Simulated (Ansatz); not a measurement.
How a calculation on MnS (Fm-3m, 2 atoms in the cell) responds to its settings

```yaml
crystal:
  lattice:
    - [0.00000, 2.49752, 2.49752]
    - [2.49752, 0.00000, 2.49752]
    - [2.49752, 2.49752, 0.00000]
  atoms:
    - { symbol: S, position: [0.00000, 0.00000, 0.00000] }
    - { symbol: Mn, position: [0.50000, 0.50000, 0.50000], spin: 4.0 }
```
(The spins are starting values, not results.)

Base run A: Ansatz (a quantum-chemistry and plane-wave program) with LDA (PW92), default PAW files made with PBE, self-consistent single point.

Its settings: basis.ecutwfc = 420 eV; kpoints.mp_grid.grid = 11 11 11; hamiltonian.xc = lda; hamiltonian.pseudopotentials = {kind: paw} (the program's default PAW files); magnetization.spin_polarized = true; scf.occupations.method = gaussian; scf.occupations.width = 0.272 eV.

The starting cell was generated: these elements placed on a structure prototype, without a prior relaxation; it need not be a known phase or ordering of this composition. Its lattice was rescaled by a random factor within 2.5 % of one. With one magnetic atom in the cell only a parallel order is possible. In the base run, with a pressure of about -7 GPa the cell is away from its equilibrium volume at this level. Ansatz's pressure includes its estimate of the finite-basis (Pulay) stress.

ΔF is the free energy per atom less that of run A. 

```csv
run,"kpoints.mp_grid.grid, scf.occupations.width",ΔF (meV/atom),pressure (GPa),size of the net moment (μB/atom),TS (meV/atom),k-points
A,"11 11 11, 0.272 eV",0.00,-7.37,2.05,24.8,56
B,"8 8 8, 0.03 eV",13.8,-8.62,2.01,0.5,29
C,"8 8 8, 0.1 eV",12.2,-8.40,2.02,3.0,29
D,"8 8 8, 0.3 eV",-1.38,-7.92,2.03,31.9,29
E,"9 9 9, 0.03 eV",11.3,-8.86,1.99,0.2,35
F,"9 9 9, 0.1 eV",9.9,-8.57,2.01,3.2,35
G,"9 9 9, 0.3 eV",-3.3,-7.94,2.02,29.8,35
H,"11 11 11, 0.03 eV",12.1,-6.56,2.09,0.4,56
I,"11 11 11, 0.1 eV",10.6,-6.77,2.08,3.3,56
J,"11 11 11, 0.3 eV",-2.7,-7.46,2.04,30.4,56
K,"13 13 13, 0.03 eV",13.3,-7.65,2.04,0.4,84
L,"13 13 13, 0.1 eV",11.6,-7.44,2.05,3.5,84
M,"13 13 13, 0.3 eV",-2.4,-7.60,2.04,31.4,84
```

Run E against A: The free energy rises by 11.3 meV/atom, the pressure goes from -7.37 to -8.86 GPa and the size of the net moment goes from 2.05 to 1.99 μB/atom.

Run K against A: The free energy goes up by 13.3 meV/atom, the pressure goes from -7.37 to -7.65 GPa and the size of the net moment moves little (2.05 to 2.04 μB/atom).

Run J against A: The free energy goes down by 2.7 meV/atom, the pressure hardly changes (-7.37 to -7.46 GPa) and the size of the net moment hardly changes (2.05 to 2.04 μB/atom).

Keys are those of Ansatz 0.2.
